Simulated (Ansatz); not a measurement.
# CdSe: pressure series

Take CdSe in the zinc blende structure (space group F-43m, No. 216; a = 6.007 Å) as the base.

Cell and atoms are relaxed at each pressure.

Computed with LDA in Ansatz (plane waves to 420 eV, PAW, no SOC).

Candidates:
(a) pressure 15 GPa
(b) pressure −2 GPa
(c) pressure −1 GPa

For the base:

```
Quantity                         Value
-----------------------------  -------
Width of the top valence band  2.41 eV
```

### Question
Order them by width of the top valence band, lowest first.

### Answer
(b) pressure −2 GPa (2.25 eV), (c) pressure −1 GPa (2.34 eV), (a) pressure 15 GPa (3.15 eV)

The levels and masses belong to the bands next to the band gap. Load acts through the strain it causes; cell and atoms are relaxed under it. No phonon test of stability was made. Tetrahedral semiconductors of this kind turn to denser phases somewhere between about 1 and 50 GPa; those were not computed, so compressed cells here can lie past the real transition.

Ansatz is a quantum-chemistry and plane-wave program.
